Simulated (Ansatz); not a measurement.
Method: PBE (plane waves to 420 eV, PAW; Ansatz, a program for electronic structure).

Plane-averaged electrostatic potential energy along the normal, in eV from the Fermi level, for Ti on a Ni site (surface) in a 3x3 cell of the 1x1 (111) surface of fcc Ni, ferromagnetic:

```csv
z (Å),V (eV)
5.38,5.07
5.67,5.07
5.95,5.07
6.23,5.07
6.52,5.06
6.80,5.05
7.08,5.03
7.37,4.97
7.65,4.87
7.93,4.64
8.22,4.16
8.50,3.17
8.78,1.04
9.07,-5.01
9.35,-14.25
9.63,-20.23
9.92,-18.99
10.20,-11.39
10.48,-3.01
10.77,-0.53
11.05,-4.91
11.33,-13.86
11.62,-20.16
11.90,-19.48
12.18,-12.25
12.47,-3.57
12.75,-0.30
13.03,-3.45
13.32,-12.08
13.60,-19.38
13.88,-20.17
14.17,-13.97
14.45,-5.03
14.73,-0.59
15.02,-2.90
15.30,-11.01
15.58,-18.51
15.87,-20.08
16.15,-14.82
16.43,-6.08
16.72,0.21
17.00,2.67
17.28,3.81
17.57,4.38
17.85,4.65
18.13,4.79
18.42,4.85
18.70,4.89
18.98,4.90
19.27,4.91
19.55,4.91
19.83,4.91
20.12,4.91
```

Set-up: 36 atoms, 6.0 Å thick at the start (thin: gaps and levels are the slab's own); mesh 5x5x1; 0.1 eV smearing; dipole correction on; 9 atoms held, the rest relaxed; start symmetry kept, larger cells not searched; spin-polarised, no spin-orbit, no U.

The vacuum level lies 4.92 eV above the Fermi level over the top face and 5.07 eV above it under the bottom face.
